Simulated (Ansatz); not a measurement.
# zinc-blende GaAs: the defect C on the As site

Level of theory: PBE, PAW (plane waves to 420 eV; Ansatz, a program for electronic structure). A supercell of 64 sites (2×2×2 repeats of a cell of 8 atoms) was used; the energies come from a 2×2×2 shifted sampling of its zone. Site at the start: the As site. Finite-size correction: monopole term and site-potential alignment. Dielectric constants: PBE linear response of the host. Host gap at this level: 0.16 eV. These values are not converged in cell size to better than tenths of an eV. PBE closes or nearly closes this host's gap, so even the neutral cell can hold carriers in host bands. Spin–orbit coupling is left out. Each state is the lowest found from its start.

Charges with a result: +1, 0, −1. Others weren't obtained, and one of them could lie lower, also by skipping a charge.

```
charge         moment (μB)  largest move off a lattice site (Å)  image correction with alignment (eV)
------  ------------------  -----------------------------------  ------------------------------------
+1*     not spin-polarised                                 0.42                                     –
0*                quenched                                 0.42                                     –
−1      not spin-polarised                                 0.41                                  0.23
```

* At this level the carrier isn't localised at the defect: at charge +1 holes occupy the valence band; at charge 0 holes occupy the valence band. Such a state is shallow or no state of the defect, and this cell gives it no level.

Starting moments that weren't kept: charge 0 began with 1 μB and ended with 0.0.
